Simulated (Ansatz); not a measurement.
**CuI (space group P-3m1, No. 164; a cell from a computed database, its experimental status unchecked; layered, stacked along the Cartesian z axis)**

```yaml
crystal:
  lattice:
    - [4.09469, 0.00000, 0.00000]
    - [-2.04734, 3.54611, 0.00000]
    - [0.00000, 0.00000, 7.20959]
  atoms:
    - { symbol: Cu, position: [0.66667, 0.33333, 0.59263] }
    - { symbol: Cu, position: [0.33333, 0.66667, 0.40737] }
    - { symbol: I, position: [0.33333, 0.66667, 0.76443] }
    - { symbol: I, position: [0.66667, 0.33333, 0.23557] }
```

Computed with r2SCAN+rVV10/PAW in Ansatz (an electronic-structure program), no SOC, earlier PAW set. Γ-centred 9×9×5 mesh, Fermi–Dirac width 0.05 eV.

The volume per atom is 26.17 Å³ and the density comes out as 6.04 g/cm³. The band gap is 2.09 eV, direct at Γ, the electron mass is 0.18 mₑ along c, 0.28 mₑ across and the total energy is -7078.302 eV/atom (σ→0; compares only within this code and set-up).

Spin-orbit coupling, missing from the scalar runs, can matter with I. Masses are band curvatures over ±0.01 Å⁻¹ around the edge. Stability against distortions was not tested. The final runs are not spin-polarised. This is not the structure that CuI has at room temperature and ambient pressure.
